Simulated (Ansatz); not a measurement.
**A computed series for WS2: response to strain**

Start from WS$_{2}$ (space group P6_3/mmc, No. 194; layered, stacked along the Cartesian z axis).

```yaml
crystal:
  lattice:
    - [3.11474, 0.00000, 0.00000]
    - [-1.55737, 2.69745, 0.00000]
    - [0.00000, 0.00000, 11.77237]
  atoms:
    - { symbol: W, position: [0.66667, 0.33333, 0.25000] }
    - { symbol: W, position: [0.33333, 0.66667, 0.75000] }
    - { symbol: S, position: [0.66667, 0.33333, 0.88355] }
    - { symbol: S, position: [0.33333, 0.66667, 0.38355] }
    - { symbol: S, position: [0.33333, 0.66667, 0.11645] }
    - { symbol: S, position: [0.66667, 0.33333, 0.61645] }
```

Strains are applied to the cell and any free atomic positions relax.

Method: plane-wave PAW DFT at the PBEsol-D3(BJ) level (Ansatz, a quantum-chemistry and plane-wave program, 420 eV), no spin-orbit coupling.

Notes on the quantities. pressure: mean of the normal stresses, compression positive.

```json
[
 {"isotropic strain (%)": "-3", "pressure (GPa)": "10.5"},
 {"isotropic strain (%)": "-2.4", "pressure (GPa)": "8.0"},
 {"isotropic strain (%)": "-1.8", "pressure (GPa)": "5.7"},
 {"isotropic strain (%)": "-1.2", "pressure (GPa)": "3.6"},
 {"isotropic strain (%)": "-0.6", "pressure (GPa)": "?"},
 {"isotropic strain (%)": "0", "pressure (GPa)": "0.0"}
]
```

Q: Fit P = P₀ − Bδ + Cδ² with δ = (1 + ε)³ − 1 to the rows shown and predict the withheld row.

A: Least squares on the printed values gives P₀ = 0.0 GPa, B = 87.9 GPa (at held cell shape), C = 370 GPa (largest residual 0.0 GPa); this predicts 1.7 GPa, and the run gives 1.7 GPa, in agreement.

Stability against distortions was not tested.
